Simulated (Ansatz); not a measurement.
# MnSi (space group P2_13, No. 198; ferromagnetic)

```
MnSi
1.0
    4.55656     0.00000     0.00000
    0.00000     4.55656     0.00000
    0.00000     0.00000     4.55656
Mn Si
4 4
Cartesian
  0.63388   0.63388   0.63388
  2.91216   1.64440   3.92268
  3.92268   2.91216   1.64440
  1.64440   3.92268   2.91216
  3.85152   3.85152   3.85152
  1.57324   2.98332   0.70504
  0.70504   1.57324   2.98332
  2.98332   0.70504   1.57324
```

All numbers come from Ansatz (a quantum-chemistry and plane-wave program) r2SCAN, without spin-orbit coupling. Settings: 10×10×10 k-points, 0.05 eV Fermi–Dirac smearing.

```json
{
 "volume_per_atom": "11.83 Å³",
 "density": "5.83 g/cm³",
 "band_gap": "zero",
 "magnetic_state": "ferromagnetic",
 "total_energy": "-2271.865 eV/atom (σ→0; compares only within this code and set-up)"
}
```

Other magnetic orders, which the real material may have, were not ruled out. Whether these cells are dynamically stable was not tested.
